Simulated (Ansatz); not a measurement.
Data:

```
CaS
1.0
    0.00000     2.77033     2.77033
    2.77033     0.00000     2.77033
    2.77033     2.77033     0.00000
Ca S
1 1
Direct
  0.00000   0.00000   0.00000
  0.50000   0.50000   0.50000
```

No spin polarisation.

Level of theory: PBE (Ansatz, a first-principles code), no spin-orbit coupling. k-mesh 10×10×10 (Γ-centred); smearing 0.05 eV (Fermi–Dirac).

Question: What hole mass (degenerate bands, along [100]) does the calculation give?

Answer: 0.22, 1.1, 1.1 mₑ (at Γ).

Question: What electron mass does the calculation give?

Answer: 1.4 mₑ along k, 0.29 mₑ across (at X).

Question: Estimate the width of the top valence band.

Answer: 1.72 eV.

Question: Predict the pressure.

Answer: 6.27 GPa.

The levels and masses belong to the bands next to the band gap. The cells carry an imposed strain or load. Masses are band curvatures over ±0.01 Å⁻¹ around the edge. Along k means along the line from Γ to the band edge. Whether these cells are dynamically stable was not tested. The cell was made from CaS in the rock salt structure (space group Fm-3m, No. 225) by this change: isotropic strain −3.00 %.
